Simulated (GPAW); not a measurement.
# Short convergence ladders for Cu3Pd (P4mm, 4 atoms in the cell)

```
Cu3Pd
1.0
    3.68295     0.00000     0.00000
    0.00000     3.68295     0.00000
    0.00000     0.00000     3.68295
Cu Pd
3 1
Cartesian
  0.05000   1.84147   1.84147
  1.84147   0.00000   1.84147
  1.84147   1.84147   0.00000
  0.00000   0.00000   0.00000
```

Base method: LDA (Perdew-Wang 92), GPAW PAW datasets LDA (gpaw-data 1.0.1) (plane waves; GPAW).

Base settings: mode = pw; ecut = 850 eV; xc = LDA; kpts = 3 3 3; mesh shift (steps) = 0 0 0; occupations.name = fermi-dirac; occupations.width = 0.1 eV; nbands = -10; symmetry.symmorphic = false; symmetry.tolerance = 0.0005.

The count of work is k-points × plane waves × bands × iterations; it is no time. 

**The cutoff for other potential files**

In this ladder: setups = {Pd: 10}.

The second cell is the first with its lattice scaled by 0.98.

The mesh stays at the base's, so the ladder's end is converged at best in this setting alone.

Only quantities that move along the ladder and can be compared are tabulated.

| ecut | free energy less the last step's (meV/atom) | energy of the compressed cell less the first (meV/atom) | pressure (GPa) | count of work / last |
|---|---|---|---|---|
| 380 eV | 192.37 | -13.27 | -14.98 | 0.10 |
| 470 eV | 73.10 | -12.29 | -10.22 | 0.17 |
| 595 eV | 48.29 | -13.08 | -8.63 | 0.22 |
| 720 eV | 23.25 | -12.58 | -9.15 | 0.29 |
| 850 eV | 5.25 | -12.69 | -8.44 | 0.38 |
| 1020 eV | 0.31 | -12.62 | -7.96 | 0.49 |
| 1275 eV | 0.00 | -12.62 | -7.90 | 0.65 |
| 1700 eV | 0.00 | -12.62 | -7.91 | 1.0 |

Coarsest ecut that holds the pressure within 0.1 GPa of the last step, with all finer ones: 1020 eV; the step before is off by 0.53 GPa.

Coarsest ecut that holds the free energy within 1 meV/atom of the last step, with all finer ones: 1020 eV; the step before is off by 5.3 meV/atom.

Coarsest ecut that holds the energy of the compressed cell less the first within 0.2 meV/atom of the last step, with all finer ones: 720 eV, at 0.29 of the last step's count of work; the step before is off by 0.45 meV/atom.

The energy difference between the two cells stays within 1 meV/atom of the last step's from 380 eV on, the total only from 1020 eV on: much of the error is common to both cells and cancels.

At the lowest cutoff the pressure lies 7.1 GPa under the last step's, the usual sign of Pulay stress in an incomplete plane-wave basis.

**The relaxed cell against the cutoff**

On Cu3Pd (Pm-3m, 4 atoms in the cell): atoms on their sites.

In this ladder: convergence.density = 1e-05 e/electron; optimizer = BFGS; fmax = 0.02 eV/Å.

The mesh stays at the base's, so the ladder's end is converged at best in this setting alone.

Only quantities that move along the ladder and can be compared are tabulated.

| ecut | relaxed volume (Å³/atom) | relaxation steps |
|---|---|---|
| 425 eV | 11.577 | 3 |
| 510 eV | 11.843 | 3 |
| 595 eV | 11.879 | 3 |
| 720 eV | 11.830 | 3 |
| 850 eV | 11.860 | 3 |
| 1020 eV | 11.888 | 3 |
| 1275 eV | 11.891 | 3 |
| 1700 eV | 11.892 | 3 |

Coarsest ecut that holds the relaxed volume within 0.024 Å³/atom of the last step, with all finer ones: 1020 eV; the step before is off by 0.032 Å³/atom.

At the lowest cutoff the cell relaxes to a volume 2.6 % smaller than at the highest.

On the base run: the starting cell comes from a database of computed structures (which also holds hypothetical and non-ambient phases and stackings), without a prior relaxation at this level. Its lattice was rescaled by up to half a per cent. One atom was moved a little off its site on purpose. Spin polarisation is off. Without a gap this mesh is coarse (it stands for a supercell whose shortest vector is 11 Å).
